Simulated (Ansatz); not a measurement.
How far PBE and PBEsol part for hypothetical R3m CsPbBr3, uniaxial strain ε_zz = +1.81 %

The reference is CsPbBr3 (space group R3m, No. 160; a = 8.474 Å, c = 10.462 Å (hexagonal axes); a hypothetical phase, not in the database extracts checked). Axes: x lies along a and z along c of the hexagonal cell.

(Cell as relaxed with PBE.)

Levels (all Ansatz, an electronic-structure program, PAW): PBE (420 eV, no SOC); PBEsol (420 eV, no spin-orbit coupling).

Each level relaxes its own structure.

```tsv
base	PBE	PBEsol
volume per atom	43.38 Å³	40.73 Å³
lattice parameter a	847.4 pm	826.1 pm
band gap	1.81 eV	1.52 eV
```

Perturbation: the cell is stretched by 1.81 % along z with no lateral relaxation; the atoms relax in the strained cell.

```csv
quantity,PBE,PBEsol
"stress (xx, yy, zz, yz, xz, xy; compression positive)","(-0.24, -0.24, -0.33, 0.00, 0.00, 0.00) GPa",?
energy relative to the base (free energy F),+0.8 meV/atom,?
shortest interatomic distance,300.3 pm,?
```

**Question.** Predict the PBEsol column.

**Answer.** 
- stress (xx, yy, zz, yz, xz, xy; compression positive), PBEsol: (-0.29, -0.29, -0.39, 0.00, 0.00, 0.00) GPa
- energy relative to the base (free energy F), PBEsol: +0.9 meV/atom
- shortest interatomic distance, PBEsol: 294.7 pm

PBE's shortest interatomic distance lies 5.6 pm above PBEsol's (1.9 %). Neither level is exact; PBEsol is the comparison here, not a measurement.

Spin-orbit coupling, missing from the scalar runs, can matter with Pb. Whether these cells are dynamically stable was not tested.
